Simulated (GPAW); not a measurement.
Input and output of a self-consistent single point for MnAgO₂ (C2/m, 4 atoms in the cell) (GPAW).

Method of the run: LDA (Perdew-Wang 92), GPAW PAW datasets LDA (gpaw-data 1.0.1) (plane waves; GPAW).

```yaml
crystal:
  lattice:
    - [2.78319, -1.45639, 0.00000]
    - [2.78319, 1.45639, 0.00000]
    - [-1.31685, 0.00000, 6.23195]
  atoms:
    - { symbol: Mn, position: [0.50000, 0.50000, 0.50000], spin: 4.0 }
    - { symbol: Ag, position: [0.00000, 0.00000, 0.00000] }
    - { symbol: O, position: [0.10099, 0.10099, 0.33562] }
    - { symbol: O, position: [0.89901, 0.89901, 0.66438] }
```
(The spins are starting values, not results.)

Reference input (self-consistent single point, DFT PBEsol, plane waves, GPAW PAW datasets PBEsol (made by gpaw-setup)): spinpol = true; mode = pw; ecut = 950 eV; xc = PBEsol; kpts = 7 7 3; mesh shift (steps) = 0 0 0; occupations.name = fermi-dirac; occupations.width = 0.05 eV; nbands = -12; convergence.density = 1e-05 e/electron; convergence.energy = 1e-05 eV/electron; symmetry.symmorphic = false. This run's input differs from it in these lines:

```diff
@@ -18,3 +18,3 @@
             mode=PW(950),
-            xc='PBEsol',
+            xc='LDA',
             kpts=(7, 7, 3),
```

Its files differ too (potentials: GPAW PAW datasets LDA (gpaw-data 1.0.1)).

Output (repeated stretches shortened):

```
     iter     time        total  log10-change:  magmom
                         energy   eigst   dens
iter:   1 --:--:--   -33.652879                   +4.0021
iter:   2 --:--:--   -32.474558   -1.13  -1.23    +4.0392
iter:   3 --:--:--   -30.802283   -1.71  -1.29    +4.0031
iter:   4 --:--:--   -30.676504   -2.60  -1.56    +3.9896
iter:   5 --:--:--   -30.816040   -2.53  -1.64    +3.9509
iter:   6 --:--:--   -30.657079   -2.56  -1.83    +3.9618
iter:   7 --:--:--   -30.628283   -3.27  -2.27    +3.9094
iter:   8 --:--:--   -30.618442   -3.58  -2.39    +3.9003
iter:   9 --:--:--   -30.613032   -4.08  -2.80    +3.9076
   [... lines left out ...]
iter:  13 --:--:--   -30.612506c  -7.04  -3.86    +3.9116
iter:  14 --:--:--   -30.612512c  -7.20  -3.99    +3.9128
iter:  15 --:--:--   -30.612514c  -7.67c -4.10    +3.9133
iter:  16 --:--:--   -30.612507c  -7.31  -4.21    +3.9136
iter:  17 --:--:--   -30.612505c  -8.66c -4.59    +3.9135
iter:  18 --:--:--   -30.612505c  -8.80c -4.61    +3.9135
iter:  19 --:--:--   -30.612504c  -8.36c -4.73    +3.9134
iter:  20 --:--:--   -30.612504c  -8.65c -4.82    +3.9135
iter:  21 --:--:--   -30.612503c  -9.47c -4.99    +3.9132
iter:  22 --:--:--   -30.612504c  -8.90c -5.00    +3.9132
iter:  23 --:--:--   -30.612504c  -9.57c -5.20c   +3.9133
Converged after 23 iterations.

Dipole moment: (0.000000, 0.000000, -0.000000) |e|*Ang

Total magnetic moment: (0.000000, 0.000000, 3.913293)
Local magnetic moments:
   0 Mn ( 0.000000,  0.000000,  3.488122)
   1 Ag ( 0.000000,  0.000000,  0.040075)
   2 O  ( 0.000000,  0.000000,  0.055520)
   3 O  ( 0.000000,  0.000000,  0.055520)

Energy contributions relative to reference atoms: (reference = -179975.820364)

Kinetic:        +19.148531
Potential:      -21.510233
External:        +0.000000
XC:             -28.764433
Entropy (-ST):   -0.005995
Local:           +0.516627
SIC:             +0.000000
--------------------------
Free energy:    -30.615501
Extrapolated:   -30.612504

Spin contamination: 0.014206 electrons
Showing only first 2 kpts
                      Up                     Down
   [... lines left out ...]
Fermi level: 6.28802
No gap
   [... lines left out ...]
Energy (eV): -30.612504

Forces in eV/Ang:
  0 Mn    0.00000    0.00000    0.00000
  1 Ag    0.00000    0.00000    0.00000
  2 O    -0.15303    0.00000    0.23224
  3 O     0.15303    0.00000   -0.23224

Stress tensor:
     0.048599     0.000000    -0.003366
     0.000000     0.066054     0.000000
    -0.003366     0.000000     0.068252
Stress (GPa, Voigt): [ 7.7865 10.5831 10.9351  0.     -0.5393  0.    ]
```

The run converged in 23 iterations. GPAW prints stress with tension positive. Against the reference run the largest force goes from 0.036 to 0.278 eV/Å and the size of the net moment moves little (0.99 to 0.98 μB/atom).

At such cutoffs GPAW's stress carries a finite-basis (Pulay) error, which enters relaxed cells too; its log prints stress with tension positive.

The starting cell comes from a database of computed structures (which also holds hypothetical and non-ambient phases and stackings), without a prior relaxation at this level. Its lattice was rescaled by a random factor within 2.5 % of one. With one magnetic atom in the cell only a parallel order is possible.

Cost on one core of a shared machine: roughly 2 min.
